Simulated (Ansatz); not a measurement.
The parent structure is KBr in the rock salt structure (space group Fm-3m, No. 225).

```yaml
crystal:
  lattice:
    - [0.00000, 3.27453, 3.27453]
    - [3.27453, 0.00000, 3.27453]
    - [3.27453, 3.27453, 0.00000]
  atoms:
    - { symbol: K, position: [0.00000, 0.00000, 0.00000] }
    - { symbol: Br, position: [0.50000, 0.50000, 0.50000] }
```

Calculations: Ansatz (a program for electronic structure), PBEsol, PAW, cutoff 420 eV, without spin-orbit coupling.

Strains are applied to the cell and any free atomic positions relax.

One change was made to it. Results:

The pressure shrinks by 0.95 GPa (0.01 GPa → -0.94 GPa); the energy increases by 8.5 meV/atom; the band gap decreases by 0.18 eV, from 4.34 eV to 4.16 eV; the width of the top valence band falls by 0.077 eV, from 0.57 eV to 0.50 eV; the electron mass changes from 0.37 mₑ (at Γ) to 0.38 mₑ (at Γ).

Problem. Which change produced these results?
A. isotropic strain −2.00 %
B. isotropic strain +3.00 %
C. isotropic strain +2.50 %

Solution. C, isotropic strain +2.50 %. For comparison, the energy relative to the base in the other runs: isotropic strain −2.00 % gives +6.7 meV/atom; isotropic strain +3.00 % gives +12 meV/atom.

Effective masses come from finite differences of ±0.01 Å⁻¹. Gaps are Kohn–Sham eigenvalue differences; semilocal functionals usually give less than the measured gap. Whether these cells are dynamically stable was not tested.
